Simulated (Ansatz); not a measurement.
SrTiO3: band gap against strain

SrTiO3 (cubic perovskite, Pm-3m, 12.199 Å³/atom at rest, cube axes along x, y and z) under an equal strain ε along all three axes. PBE in Ansatz, a plane-wave DFT program (PAW, default set), 420 eV, 8×8×8 Γ-centred mesh, Fermi-Dirac smearing 0.05 eV; ions are relaxed within the symmetry of each cell. Gaps are the smallest over the k-mesh and a band path, without spin-orbit coupling; in all rows the valence edge lies at about 1.4 Å⁻¹ from Γ and the conduction edge at Γ.

Here s stands for strain and Eg for gap.

```csv
strain (%),gap (eV)
-1.20,1.91
-0.60,1.88
0.00,1.84
0.60,1.81
1.20,1.77
3.00,?
```

Q: Fit Eg against s with a straight line, and predict the withheld value at s = 3.00.

A: Means: s 0, Eg 1.842. About the means, the sum of products is -0.21000 and the sum of squares of s is 3.6000; the slope is their ratio. Least squares gives Eg = 1.842 - 0.0583·s. Residuals (row less fit): -0.002, 0.003, -0.002, 0.003, -0.002; standard error 0.003 (degrees of freedom: 3). Over these rows the gap moves by -5.8 ± 0.2 eV per unit strain, or -1.9 eV per unit of ln V. At the withheld row, Eg = 1.842 - 0.0583 × 3.0 = 1.667 eV. The calculation gives 1.66 eV, 0.007 eV below the prediction (2.8 % of the range of Eg in the table). The row lies outside the fitted rows, so this is an extrapolation. The fitted rows scatter only by rounding.

The primitive cell can neither tilt nor turn polar against its symmetry, as such crystals can under strain. SrTiO3 is here the ideal cubic form; the compound distorts at low or room temperature. Rows are the converged runs of the series near zero and its far end; series whose fitted rows scatter by over a few per cent of the range, as at a crossing or softening among them, aren't shown in this form. Most that stay on the fit to the last digits aren't either.
